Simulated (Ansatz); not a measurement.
Start from KTaO3 in the cubic perovskite structure (space group Pm-3m, No. 221; a = 3.990 Å). Axes: x, y, z lie along the cube axes.

The values are results of plane-wave PAW DFT at the r2SCAN level (Ansatz, a quantum-chemistry and plane-wave program, 500 eV), scalar-relativistic without spin-orbit coupling, not measurements.

The change: tensor shear ε_xz = +0.80 % (engineering shear γ = 0.0160), atoms relaxed at fixed cell.

Predict the stress tensor and what it implies for the stiffness.

Stress of the strained cell less that of the base (GPa, compression positive):
```
   0.01    0.00   -1.72
   0.00    0.01    0.00
  -1.72    0.00    0.01
```

Then −Δσ/γ with γ = 2ε = 0.0160 gives relaxed-ion elastic constants: C55 ≈ 108 GPa.

Whether these cells are dynamically stable was not tested.
